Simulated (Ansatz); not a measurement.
Ge: response to strain

Base system: Ge in the diamond structure (space group Fd-3m, No. 227; a = 5.622 Å). Axes: x, y, z lie along the cube axes.

Strains are applied to the cell and any free atomic positions relax.

Computed with LDA in Ansatz (plane waves to 420 eV, PAW, no spin-orbit coupling).

Notes on the quantities. energy relative to the base: free energy F; pressure: mean of the normal stresses, compression positive.

```json
[
 {"change": "base", "shortest interatomic distance": "2.434 Å", "energy relative to the base": "0 meV/atom", "pressure": "0.0 GPa"},
 {"change": "uniaxial strain ε_zz = −3.00 %", "shortest interatomic distance": "(withheld)", "energy relative to the base": "(withheld)", "pressure": "(withheld)"},
 {"change": "uniaxial strain ε_zz = −2.50 %", "shortest interatomic distance": "2.414 Å", "energy relative to the base": "+5.4 meV/atom", "pressure": "1.9 GPa"},
 {"change": "uniaxial strain ε_zz = −1.50 %", "shortest interatomic distance": "2.422 Å", "energy relative to the base": "+1.9 meV/atom", "pressure": "1.1 GPa"},
 {"change": "uniaxial strain ε_zz = −1.00 %", "shortest interatomic distance": "2.426 Å", "energy relative to the base": "+0.8 meV/atom", "pressure": "0.7 GPa"},
 {"change": "uniaxial strain ε_zz = −0.50 %", "shortest interatomic distance": "2.430 Å", "energy relative to the base": "+0.2 meV/atom", "pressure": "0.4 GPa"},
 {"change": "uniaxial strain ε_zz = +0.50 %", "shortest interatomic distance": "2.439 Å", "energy relative to the base": "+0.2 meV/atom", "pressure": "-0.3 GPa"},
 {"change": "uniaxial strain ε_zz = +1.50 %", "shortest interatomic distance": "2.447 Å", "energy relative to the base": "+1.8 meV/atom", "pressure": "-1.0 GPa"},
 {"change": "uniaxial strain ε_zz = +2.50 %", "shortest interatomic distance": "2.455 Å", "energy relative to the base": "+5.1 meV/atom", "pressure": "-1.7 GPa"},
 {"change": "uniaxial strain ε_zz = +3.00 %", "shortest interatomic distance": "2.459 Å", "energy relative to the base": "+7.3 meV/atom", "pressure": "-2.0 GPa"}
]
```

Task: What belongs in the blanks?

Result: 
- uniaxial strain ε_zz = −3.00 %, shortest interatomic distance: 2.410 Å
- uniaxial strain ε_zz = −3.00 %, energy relative to the base: +7.8 meV/atom
- uniaxial strain ε_zz = −3.00 %, pressure: 2.3 GPa

Stability against distortions was not tested.

Ansatz is an electronic-structure program.
